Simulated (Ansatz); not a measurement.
Results of Hartree–Fock in Ansatz (plane waves, PAW) for fluorite PbF₂ (high-temperature phase).

Run with plane-wave cutoff 460 eV, 8×8×8 k mesh, Fermi–Dirac smearing 0.01 eV, scalar-relativistic PAW data made under PBE.

Cell (relaxed at this level):

```yaml
crystal:
  lattice:
    - [0.00000, 3.02644, 3.02644]
    - [3.02644, 0.00000, 3.02644]
    - [3.02644, 3.02644, 0.00000]
  atoms:
    - { symbol: Pb, position: [0.00000, 0.00000, 0.00000] }
    - { symbol: F, position: [0.25000, 0.25000, 0.25000] }
    - { symbol: F, position: [0.75000, 0.75000, 0.75000] }
```

Question: Predict the bulk modulus B0, band gap, smallest direct gap on the k points sampled and Γ–Γ gap.

Answer: 
bulk modulus B0: 64.7 GPa
band gap: 12.78 eV (on the SCF k mesh)
smallest direct gap on the k points sampled: 12.86 eV
Γ–Γ gap: 19.32 eV

Measured, for comparison: bulk modulus 64 GPa (temperature not stated, not corrected to a static lattice; as tabulated in Cadelano and Cappellini (2011), arXiv:1107.5962). Computed (rounded) less measured: bulk modulus +1 %. A static lattice is as a rule a little smaller and stiffer than an uncorrected measurement, which narrows the difference in the bulk modulus and would widen misses of the other sign.

Spin–orbit coupling is not included; with these elements it can move the gap by several tenths of an eV or more.

The computed numbers hold no vibrational or temperature effects.

The result took very roughly 22 core-minutes.

Ansatz is a first-principles code.
